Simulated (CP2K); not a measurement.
CP2K run on Pb (Fm-3m, 1 atom in the cell): self-consistent single point.

Computed with PBE, GPW, DZVP-MOLOPT-SR-GTH basis, GTH-PBE potentials (GTH_POTENTIALS) in CP2K.

```
CELL_PARAMETERS angstrom
      3.56340     0.00000     0.00000
      1.78170     3.08599     0.00000
      1.78170     1.02866     2.90950
ATOMIC_POSITIONS crystal
  Pb 0.00000 0.00000 0.00000
```

Reference input (self-consistent single point, DFT PBE, GPW, DZVP-MOLOPT-SR-GTH basis, GTH-PBE potentials (GTH_POTENTIALS)): CUTOFF = 400 Ry; REL_CUTOFF = 50 Ry; SMEAR/METHOD = FERMI_DIRAC; ELECTRONIC_TEMPERATURE = 1160.45 K; KPOINTS/SCHEME = MONKHORST-PACK 8 8 8; GAMMA_CENTERED = T; XC_FUNCTIONAL = PBE; Pb/BASIS_SET = DZVP-MOLOPT-SR-GTH-q4; Pb/POTENTIAL = GTH-PBE-q4; METHOD = GPW; EPS_DEFAULT = 1e-10; NGRIDS = 5. This run's input differs from it in these lines:

```diff
@@ -40,3 +40,3 @@
     &KPOINTS
-      SCHEME MONKHORST-PACK 8 8 8
+      SCHEME MONKHORST-PACK 6 6 6
       GAMMA_CENTERED T
```

The program printed (abridged):

```
 SCF WAVEFUNCTION OPTIMIZATION

  Step     Update method      Time    Convergence         Total energy    Change
     1 NoMix/Diag. 0.30E+00      -     0.21237371        -3.6006138417 -3.60E+00
     2 Broy./Diag. 0.30E+00      -     0.00066684        -3.6055503948 -4.94E-03
     3 Broy./Diag. 0.30E+00      -     0.00480431        -3.5805470871  2.50E-02
     4 Broy./Diag. 0.30E+00      -     0.00062792        -3.5762327055  4.31E-03
     5 Broy./Diag. 0.30E+00      -     0.00052721        -3.5729339972  3.30E-03
     6 Broy./Diag. 0.30E+00      -     0.00013362        -3.5724675216  4.66E-04
     7 Broy./Diag. 0.30E+00      -     0.00004558        -3.5723516575  1.16E-04
     8 Broy./Diag. 0.30E+00      -     0.00002900        -3.5723771345 -2.55E-05
     9 Broy./Diag. 0.30E+00      -     0.00000071        -3.5723840083 -6.87E-06
  *** SCF run converged in     9 steps ***

  Overlap energy of the core charge distribution:               0.00000000000018
  Self energy of the core charge distribution:                 -7.30933873422194
  Core Hamiltonian energy:                                      1.46361245690088
  Hartree energy:                                               3.27268115785179
  Exchange-correlation energy:                                 -0.99793957593989
  Electronic entropic energy:                                  -0.00139931889664
  Fermi energy:                                                 0.15319836443011

  Total energy:                                                -3.57238400829379
  Total energy (extrapolated to T->0):                         -3.57168434884548

   [... lines left out ...]

 STRESS| Analytical stress tensor [bar]
 STRESS|                        x                   y                   z
 STRESS|      x        1.27403924043E+04   7.29504466325E-03   5.15539242190E-03
 STRESS|      y        7.29504466325E-03   1.27403277219E+04  -1.91080501110E-01
 STRESS|      z        5.15539242190E-03  -1.91080501110E-01   1.27403524612E+04
 STRESS| 1/3 Trace                                             1.27403575291E+04
```

The run converged in 9 iterations. Against the reference run the free energy goes up by 98.6 meV/atom and the pressure goes from 0.18 to 1.27 GPa.

The starting cell comes from a database of computed structures (which also holds hypothetical and non-ambient phases and stackings), without a prior relaxation at this level. Its lattice was rescaled by a random factor within 2.5 % of one. Values carry the incompleteness of an atom-centred basis.
